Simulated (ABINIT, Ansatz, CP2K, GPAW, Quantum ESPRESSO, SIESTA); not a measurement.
**Sr₂Ir (Fm-3m, 3 atoms in the cell) computed with different codes at matched settings**

Self-consistent single point.

```xyz
3
Lattice="0.0000 3.5844 3.5844 3.5844 0.0000 3.5844 3.5844 3.5844 0.0000" Properties=species:S:1:pos:R:3 pbc="T T T"
Sr     5.3766     5.3766     5.3766
Sr     1.7922     1.7922     1.7922
Ir     0.0000     0.0000     0.0000
```

Shared settings, as Ansatz (an electronic-structure program) writes them: kpoints.mp_grid.grid = 6 6 6; scf.occupations.method = gaussian; scf.occupations.width = 0.136 eV. Potentials and cutoffs stand in the table.

| code | model | pressure (GPa) | cutoff |
|---|---|---|---|
| ABINIT | PBEsol, norm-conserving pseudopotentials (PseudoDojo nc-sr-04 PBEsol standard) | -0.72 | 925 eV |
| GPAW | PBEsol, GPAW PAW datasets PBEsol (made by gpaw-setup) | -0.32 | 600 eV |
| Quantum ESPRESSO | PBEsol, SSSP 1.1.2 efficiency (PBE) pseudopotentials | -0.83 | 40 Ry |
| SIESTA | GGA PBEsol, numerical atomic orbitals TZP, PseudoDojo PBEsol standard norm-conserving potentials (rewritten from UPF to PSML) | 5.25 | grid 400 Ry |
| Ansatz | PBEsol, PAW files made with PBE | -0.69 | 420 eV |
| CP2K | PBEsol, GPW, DZVP-MOLOPT-SR-GTH basis, GTH-PBE potentials (GTH_POTENTIALS) | 0.43 | grid 500 Ry |

On Ansatz's run: spin-orbit coupling is off. Spin polarisation is off.

The spread over the programs that give each value: pressure within 6.08 GPa.

SIESTA and CP2K use small atom-centred bases, whose incompleteness enters pressures, forces and empty levels differently from a plane-wave cutoff. Ansatz's pressure is given at a fixed set of plane waves, as the other plane-wave codes print theirs. In the pressure, SIESTA (by 5.96) and CP2K (by 1.14) lie more than 1 GPa from the median of the plane-wave programs.

The starting cell comes from a database of computed structures (which also holds hypothetical and non-ambient phases and stackings), without a prior relaxation at this level. Its lattice was rescaled by a random factor within 2.5 % of one.

Left out of this page: Elk (not drawn, or without a comparable value).

Keys are those of Ansatz 0.2.
